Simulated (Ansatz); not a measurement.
Start from TiSi2 (space group Fddd, No. 70).

```
CELL_PARAMETERS angstrom
      0.00000     4.11477     4.26030
      2.38957     0.00000     4.26030
      2.38957     4.11477     0.00000
ATOMIC_POSITIONS crystal
  Si 0.66253 0.33747 0.66253
  Si 0.33747 0.66253 0.33747
  Si 0.58747 0.91253 0.58747
  Si 0.91253 0.58747 0.91253
  Ti 0.00000 0.00000 0.00000
  Ti 0.25000 0.25000 0.25000
```

Cartesian axes are those of the cell as printed.

Calculations: r2SCAN/PAW in Ansatz (a first-principles code), no spin-orbit coupling.

Before the change:

Pressure: 0.0 GPa
Shortest interatomic distance: 2.519 Å
Band gap: zero

It is then changed as follows: strain tensor (xx, yy, zz, yz, xz, xy) = (+1.14, +0.24, −0.47, −1.09, +0.93, +0.52) %, atoms relaxed at fixed cell.

### Question
What does the calculation give for the largest internal atomic displacement after the change?

### Answer
The largest internal atomic displacement comes out as 0.021 Å.

### Question
Predict the new pressure.

### Answer
The pressure (mean of the normal stresses, compression positive) goes from zero to -1.0 GPa.

### Question
How does this affect the energy relative to the base?

### Answer
The energy increases by 5.8 meV/atom.

### Question
How does this affect the shortest interatomic distance?

### Answer
The shortest interatomic distance decreases by 0.0197 Å, from 2.519 Å to 2.500 Å.

### Question
How does this affect the band gap?

### Answer
The band gap stays zero.

Without a gap, meshes like the base's 13×13×13 leave anisotropic stresses uncertain by several tenths of a GPa, and small strain energies with them. Stability against distortions was not tested. The final runs are not spin-polarised.
